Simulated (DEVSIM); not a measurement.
System: Si p+/n-/n+ power diode, at 300 K.

Layer 1 from the left is Si, thickness (μm) 0.200, Na (cm⁻³) 1.1e18, τn (s) 1.7e-7, τp (s) 1.7e-7. Layer 2 from the left is Si, thickness (μm) 44.0, Nd (cm⁻³) 4e15, τn (s) 1.7e-7, τp (s) 1.7e-7. Layer 3 from the left is Si, thickness (μm) 1.00, Nd (cm⁻³) 1.5e18, τn (s) 1.7e-7, τp (s) 1.7e-7.

Left contact: ohmic. Right contact: ohmic. Voltage is applied to the left contact. Recombination: SRH at mid-gap, radiative, Auger. Mobility is μmin + (μ − μmin)/(1 + (N/Nref)^α).

The device is made up for the run: typed textbook-type constants, with dimensions and the other settings drawn at random. Values at 300 K.

Si: gap (eV) 1.124, affinity (eV) 4.05, permittivity 11.7, Nc (cm⁻³) 2.86e19, Nv (cm⁻³) 3.1e19, μn (cm²/Vs) 1417, μp (cm²/Vs) 470, μn,min 52, μp,min 45, Nref,n 9.7e16, Nref,p 2.2e17, αn 0.68, αp 0.72, B (cm³/s) 4.7e-15, Cn (cm⁶/s) 2.8e-31, Cp (cm⁶/s) 9.9e-32.

DEVSIM, 1D drift-diffusion, Boltzmann statistics, complete ionisation; no tunnelling, impact ionisation, image-force lowering or self-heating.

Q: What does the simulation give for the dark forward voltage at 100 A/cm², the dark forward voltage at 1 A/cm², the potential step across the device at zero bias?

A: dark forward voltage at 100 A/cm² 0.836 V; dark forward voltage at 1 A/cm² 0.624 V; potential step across the device at zero bias 0.961 V.
